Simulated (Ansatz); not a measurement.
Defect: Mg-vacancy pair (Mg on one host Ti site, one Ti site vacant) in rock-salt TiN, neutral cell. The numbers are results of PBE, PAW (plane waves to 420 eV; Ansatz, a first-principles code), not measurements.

64-site cell at the relaxed PBE lattice, a 2×2×2 k-point mesh shifted by half a step, smearing 0.10 eV, spin-restricted, no finite-size correction. Static, classical nuclei. Forms of the defect that were not tried may lie lower.

Barriers: single points on a 4×4×4 k-point mesh shifted by half a step at the bands' geometries.

Relaxed starting cell (atoms counted from 1):

```xyz
63
Lattice="8.4938 0.0000 0.0000 0.0000 8.4938 0.0000 0.0000 0.0000 8.4938" Properties=species:S:1:pos:R:3 pbc="T T T"
Mg    -0.0035     0.0550     0.0616
Ti    -0.0035     0.0746     4.2096
Ti    -0.0035     4.2017     0.0815
Ti    -0.0034     4.1833     4.1904
Ti     4.2433     0.0209     0.0275
Ti     4.2432    -0.0076     4.2372
Ti     4.2432     4.2296    -0.0006
Ti     4.2431     4.2531     4.2602
N      2.1293    -0.0021     0.0050
N      2.1121     0.0022     4.2486
N      2.1119     4.2417     0.0091
N      2.1166     4.2423     4.2492
N      6.3574    -0.0022     0.0050
N      6.3746     0.0022     4.2487
N      6.3748     4.2417     0.0091
N      6.3701     4.2423     4.2492
Ti    -0.0038     2.1241     6.3928
Ti    -0.0038     6.3852     2.1301
Ti    -0.0033     6.3680     6.3760
Ti     4.2435     2.1104     2.1159
Ti     4.2435     2.1177     6.3849
Ti     4.2436     6.3764     2.1252
Ti     4.2431     6.3715     6.3779
N      2.1523     2.1237     2.1309
N      2.1181     2.1250     6.3696
N      2.1181     6.3627     2.1320
N      2.1153     6.3661     6.3732
N      6.3345     2.1237     2.1309
N      6.3686     2.1250     6.3696
N      6.3687     6.3627     2.1320
N      6.3714     6.3661     6.3732
Ti     2.0668     0.0434     2.1389
Ti     2.1028     0.0029     6.3690
Ti     2.0569     4.1910     2.1302
Ti     2.1147     4.2429     6.3732
Ti     6.4196     0.0434     2.1389
Ti     6.3839     0.0030     6.3693
Ti     6.4298     4.1909     2.1301
Ti     6.3721     4.2428     6.3733
N     -0.0034    -0.0714     2.1720
N     -0.0035    -0.0015     6.3605
N     -0.0035     4.2840     2.1291
N     -0.0036     4.2469     6.3742
N      4.2432     0.0048     2.1215
N      4.2434     0.0057     6.3840
N      4.2433     4.2404     2.1284
N      4.2433     4.2378     6.3759
Ti     2.0686     2.1311     0.0512
Ti     2.0579     2.1228     4.1965
Ti     2.1038     6.3632     0.0099
Ti     2.1148     6.3666     4.2501
Ti     6.4180     2.1310     0.0510
Ti     6.4287     2.1228     4.1967
Ti     6.3828     6.3634     0.0101
Ti     6.3720     6.3667     4.2499
N     -0.0034     2.1652    -0.0650
N     -0.0035     2.1223     4.2917
N     -0.0035     6.3533     0.0055
N     -0.0036     6.3670     4.2542
N      4.2433     2.1145     0.0118
N      4.2433     2.1215     4.2474
N      4.2433     6.3769     0.0126
N      4.2434     6.3688     4.2448
```

End state 1 differs by these moves (Å; atoms that move under 0.08 Å are left out):

```csv
atom,element,Δx,Δy,Δz
1,Mg,0.00,2.01,2.01
2,Ti,0.00,-0.08,0.03
3,Ti,0.00,0.03,-0.08
4,Ti,0.00,0.06,0.06
17,Ti,0.00,-0.08,0.03
18,Ti,0.00,0.03,-0.08
19,Ti,0.00,0.06,0.06
```

Question: What forward and backward barriers to end state 1 does PBE, PAW give?

Answer: forward 2.43 eV, backward 2.43 eV; at the saddle point atom 1 has neighbours 2 N at 1.83 Å. The saddle point's order was not checked, and it lies on a symmetry element of the cell, where a band can be held.
